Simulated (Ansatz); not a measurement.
# A computed series for hypothetical Pm-3n SiC: response to strain

Consider SiC (space group Pm-3n, No. 223; a hypothetical phase, not in the database extracts checked).

```yaml
crystal:
  lattice:
    - [5.35738, 0.00000, 0.00000]
    - [0.00000, 5.35738, 0.00000]
    - [0.00000, 0.00000, 5.35738]
  atoms:
    - { symbol: Si, position: [0.25000, 0.00000, 0.50000] }
    - { symbol: Si, position: [0.50000, 0.25000, 0.00000] }
    - { symbol: Si, position: [0.50000, 0.75000, 0.00000] }
    - { symbol: Si, position: [0.75000, 0.00000, 0.50000] }
    - { symbol: Si, position: [0.00000, 0.50000, 0.75000] }
    - { symbol: Si, position: [0.00000, 0.50000, 0.25000] }
    - { symbol: C, position: [0.25000, 0.50000, 0.00000] }
    - { symbol: C, position: [0.00000, 0.25000, 0.50000] }
    - { symbol: C, position: [0.00000, 0.75000, 0.50000] }
    - { symbol: C, position: [0.75000, 0.50000, 0.00000] }
    - { symbol: C, position: [0.50000, 0.00000, 0.75000] }
    - { symbol: C, position: [0.50000, 0.00000, 0.25000] }
```

Cartesian axes are those of the cell as printed.

Strains are applied to the cell and any free atomic positions relax; under biaxial strain the out-of-plane vector relaxes too.

Levels (all Ansatz, a quantum-chemistry and plane-wave program, PAW): PBE (420 eV, spin-orbit coupling left out); PBEsol (420 eV, spin-orbit coupling left out).

The base cell above is that of PBE; each level relaxes its own structures.

Notes on the quantities. energy relative to the base: free energy F.

```tsv
case	energy relative to the base, PBE	energy relative to the base, PBEsol
biaxial strain −2.15 %, plane normal [001], relaxed out of plane	+16 meV/atom	+16 meV/atom
isotropic strain +2.54 %	+36 meV/atom	+37 meV/atom
uniaxial strain ε_zz = −1.31 %	+2.7 meV/atom	+2.7 meV/atom
tensor shear ε_yz = −0.73 %	+0.7 meV/atom	+0.7 meV/atom
```

The two levels differ by at most about 0.9 meV/atom. They put the cases in the same order.

Stability against distortions was not tested.
